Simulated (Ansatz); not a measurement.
Consider PbTe in the rock salt structure (space group Fm-3m, No. 225; a = 6.534 Å). Axes: x, y, z lie along the cube axes.

Level of theory: Ansatz (an electronic-structure program) r2SCAN, without spin-orbit coupling.

Base values:

```
Quantity     Value
--------  --------
Band gap   1.09 eV
Pressure  0.0 kbar
```

Now apply this change: uniaxial strain ε_zz = +2.00 %, all other strain components held at zero, atoms relaxed at fixed cell.

Predict the new band gap.

The band gap increases by 0.02 eV, from 1.09 eV to 1.11 eV.

How does this affect the pressure?

The pressure (mean of the normal stresses, compression positive) goes from zero to -7.5 kbar.

Spin-orbit coupling, missing from the scalar runs, can matter with Pb and Te. No phonon test of stability was made.
